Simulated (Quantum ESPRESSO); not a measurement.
A user runs Quantum ESPRESSO on CdAsP (I2_12_12_1, 6 atoms in the cell) and asks whether the run is sound. The aim is a self-consistent single point with DFT, PBEsol, plane waves, GBRV 1.5 ultrasoft (PBESOL) pseudopotentials.

Cell that was meant: a = 6.1111 Å, b = 6.1111 Å, c = 6.1111 Å, α = 135.36°, β = 99.90°, γ = 96.70°.

Part of the input:

```fortran
   degauss = 0.0036749,
/
&ELECTRONS
   conv_thr = 1.0d-2,
/
ATOMIC_SPECIES
Cd   112.4140  cd_pbesol_v1.uspp.F.UPF
```

Output, abridged:

```
     Message from routine setup:
     using ibrav=0 with symmetry is DISCOURAGED, use correct ibrav instead
     G-vector sticks info
   [... lines left out ...]
        k(    2) = (   0.2632979   0.1554073   0.0000000), wk =   0.0640000
        k(    3) = (   0.5265957   0.3108147   0.0000000), wk =   0.0640000
   [... 24 lines left out ...]

     Dense  grid:    47721 G-vectors     FFT dimensions: (  54,  54,  54)

     Smooth grid:    34243 G-vectors     FFT dimensions: (  48,  48,  48)

     Initial potential from superposition of free atoms

     starting charge      42.9992, renormalised to      44.0000

     negative rho (up, down):  4.368E-02 0.000E+00
     Self-consistent Calculation

     iteration #  1     ecut=    40.00 Ry     beta= 0.70

     Threshold (ethr) on eigenvalues was too large:
     Diagonalizing with lowered threshold

     negative rho (up, down):  4.226E-02 0.000E+00

     total energy              =    -339.85444749 Ry
     estimated scf accuracy    <       0.14200552 Ry

     iteration #  2     ecut=    40.00 Ry     beta= 0.70

     negative rho (up, down):  4.326E-02 0.000E+00

     total energy              =    -339.89363293 Ry
     estimated scf accuracy    <       0.07184618 Ry

     iteration #  3     ecut=    40.00 Ry     beta= 0.70

     negative rho (up, down):  4.352E-02 0.000E+00
     End of self-consistent calculation

     the Fermi energy is     6.1486 ev

!    total energy              =    -339.90823231 Ry
     estimated scf accuracy    <       0.00176949 Ry
     smearing contrib. (-TS)   =      -0.00000000 Ry
     internal energy E=F+TS    =    -339.90823231 Ry

     convergence has been achieved in   3 iterations

     negative rho (up, down):  4.352E-02 0.000E+00

     Forces acting on atoms (cartesian axes, Ry/au):

     atom    1 type  1   force =    -0.00655084    0.00000000    0.00000000
     atom    2 type  1   force =     0.00655084    0.00000000    0.00000000
     atom    3 type  2   force =     0.00000000    0.00000000    0.00098728
     atom    4 type  2   force =     0.00000000    0.00000000   -0.00098728
   [... lines left out ...]
     Total force =     0.009375     Total SCF correction =     0.056741
   [... lines left out ...]

     negative rho (up, down):  4.352E-02 0.000E+00
          total   stress  (Ry/bohr**3)                   (kbar)     P=       -0.47
  -0.00003655   0.00000000   0.00000000           -5.38        0.00        0.00
   0.00000000  -0.00000149   0.00000000            0.00       -0.22        0.00
   0.00000000   0.00000000   0.00002843            0.00        0.00        4.18

   JOB DONE.
```

Task: Can these results be used? Check the input.

Result: The run is not sound. The fault is a convergence threshold that is too loose. A loop that stops early leaves an energy error of second order in the density error, but errors of first order in forces and stress. To fix it, tighten the threshold. The run converged in 3 iterations without an error; against the sound input the free energy goes up by 1.7 meV/atom, the pressure goes from -2.88 to -0.05 GPa, the largest force goes from 0.061 to 0.168 eV/Å and the gap on the mesh moves little (0.483 to 0.489 eV). The full log also holds: “SCF correction compared to forces is large: reduce conv_thr to get better values”.

An input that runs soundly differs in these lines (not the only fix; some lines may just follow from the change or write a value another way):
```diff
-   conv_thr = 1.0d-2,
+   conv_thr = 1.0d-9,
```

With that input, the run converged in 10 iterations: free energy E − TS -4624.6975 eV; top of the valence band (on the code's own zero) 5.90 eV; gap on the k-point mesh 0.48 eV; pressure -2.88 GPa; largest force (vector length) 0.061 eV/Å (DFT, PBEsol, plane waves, GBRV 1.5 ultrasoft (PBESOL) pseudopotentials).

On the sound input: the starting cell comes from a database of computed structures (which also holds hypothetical and non-ambient phases and stackings), without a prior relaxation at this level.
